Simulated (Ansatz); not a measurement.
System: cubic perovskite CsPbBr3 (cubic high-temperature phase). Method: PBEsol-D3(BJ) in Ansatz (PAW).

Numerical settings: plane-wave cutoff 520 eV, 6×6×6 k mesh, Fermi–Dirac smearing 0.01 eV, scalar-relativistic PAW data made under PBE.

Properties against volume:

| V (Å³/atom) | P (GPa) | direct gap at Γ (eV) | smallest gap on the k mesh (eV) |
|---|---|---|---|
| 36.620 | 1.70 | 5.092 | 0.952 |
| 37.399 | 1.07 | 5.056 | 1.062 |
| 38.179 | 0.50 | 5.022 | 1.165 |
| 38.958 | 0.00 | 4.990 | 1.261 |
| 39.737 | -0.45 | 4.959 | 1.350 |
| 40.516 | -0.85 | 4.929 | 1.433 |
| 41.295 | -1.21 | 4.901 | 1.510 |

The fundamental gap (1.26 eV at the equilibrium volume, with added k points) lies elsewhere than Γ–Γ.

Note: the relaxation could not lower the start's symmetry, so the cell can be a saddle point above a distorted one.

Spin–orbit coupling is not included; with these elements it can move the gap by several tenths of an eV or more.

Ansatz is an electronic-structure program.
